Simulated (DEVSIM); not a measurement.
Device: Ru/SiO2/n-GaAs capacitor, at 300 K.

```
layer (left to right)  material  thickness (nm)  Nd (cm⁻³)
---------------------  --------  --------------  ---------
1                          SiO2            31.0          -
2                          GaAs            7100     8.2e15
```

Metal gate on the left, work function 4.7 eV. Fixed charge at the semiconductor interface 1.3e10 cm⁻² (in units of +e); no interface traps.

Constants are typed, rounded textbook-type inputs, not results; the design itself was drawn at random and stands for no fabricated device. Values at 300 K; Nc and Nv go as T^1.5, mobilities as T to minus their exponent, the gap by Varshni's rule with the affinity fixed.

| parameter | SiO2 | GaAs |
|---|---|---|
| gap (eV) | 9 | 1.424 |
| affinity (eV) | 0.9 | 4.07 |
| permittivity | 3.9 | 12.9 |
| Nc (cm⁻³) | - | 4.7e17 |
| Nv (cm⁻³) | - | 9e18 |
| Varshni α (eV/K) | - | 0.000541 |
| Varshni β (K) | - | 204 |

Simulated with DEVSIM: 1D Poisson equation in equilibrium, Boltzmann statistics, complete ionisation; no quantum confinement or tunnelling. Metal contacts follow the ideal Schottky-Mott rule: no Fermi-level pinning, no interface dipoles.

The temperature was swept, all else fixed.

| temperature (K) | minimum of the low-frequency capacitance (μF/cm²) | flat-band voltage (V) |
|---|---|---|
| 250 | 0.0219 | 0.53 |
| 300 | 0.0222 | 0.51 |
| 350 | … | 0.48 |
| 400 | 0.0245 | 0.46 |
| 450 | 0.0268 | 0.43 |
| 500 | 0.0276 | 0.40 |

Task: Fill in the missing entries.

Result: 
- 350, minimum of the low-frequency capacitance (μF/cm²): 0.0239
